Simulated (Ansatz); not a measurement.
hypothetical fluorite TeO2 with two functionals

The reference is TeO2 in the fluorite structure (space group Fm-3m, No. 225; a = 5.3859 Å; a hypothetical phase, not in the database extracts checked).

(Cell as relaxed with PBE.)

Levels (all Ansatz, an electronic-structure program, PAW): PBE (420 eV, no SOC); PBEsol (420 eV, scalar-relativistic without spin-orbit coupling).

Each level relaxes its own structure.

| quantity | PBE | PBEsol |
|---|---|---|
| volume per atom | 13.02 Å³ | 12.57 Å³ |
| lattice parameter a | 5.386 Å | 5.324 Å |
| band gap | 0.82 eV | 0.73 eV |
| gap character | indirect, L → Γ–X (60 % along) | indirect, L → Γ–X (60 % along) |
| electron mass | 0.89 mₑ along k, 0.23 mₑ across | 0.82 mₑ along k, 0.22 mₑ across |
| hole mass | 0.98 mₑ along k, 1.3 mₑ across | 0.92 mₑ along k, 1.2 mₑ across |

PBE's volume per atom lies 0.45 Å³ above PBEsol's (3.5 %); PBE's lattice parameter a lies 0.062 Å above PBEsol's (1.2 %); PBE's band gap lies 0.09 eV above PBEsol's; the two agree on the gap character. Neither level is exact; PBEsol is the comparison here, not a measurement.

With Te present, leaving out spin-orbit coupling can change the band edges. Masses are band curvatures over ±0.01 Å⁻¹ around the edge. Along k means along the line from Γ to the band edge. Stability against distortions was not tested.
